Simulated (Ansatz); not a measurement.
Nb4GaSe8: pressure series

Consider Nb4GaSe8 (space group F-43m, No. 216; a = 10.365 Å).

Cell and atoms are relaxed at each pressure.

Level of theory: PBEsol (Ansatz, a quantum-chemistry and plane-wave program), scalar-relativistic without spin-orbit coupling.

```
P (GPa)  V (Å³/atom)
-------  -----------
-2.00         22.023
-1.00         21.707
0.30          21.337
0.70          21.230
1.50          21.027
3.01          20.676
4.99          20.260
7.50          19.798
10.00         19.391
```

Q: Fit a third-order Birch–Murnaghan equation of state.

A: Least squares on P(V) = (3B₀/2)[(V₀/V)^(7/3) − (V₀/V)^(5/3)]·[1 + (3/4)(B₀′ − 4)((V₀/V)^(2/3) − 1)] gives V₀ = 21.42 Å³/atom, B₀ = 78 GPa and B₀′ = 5.2.

Load acts through the strain it causes; cell and atoms are relaxed under it. Stability against distortions was not tested. No other phases were tried under pressure. All final runs are without spin polarisation. An odd electron count without spin: Nb4GaSe8.
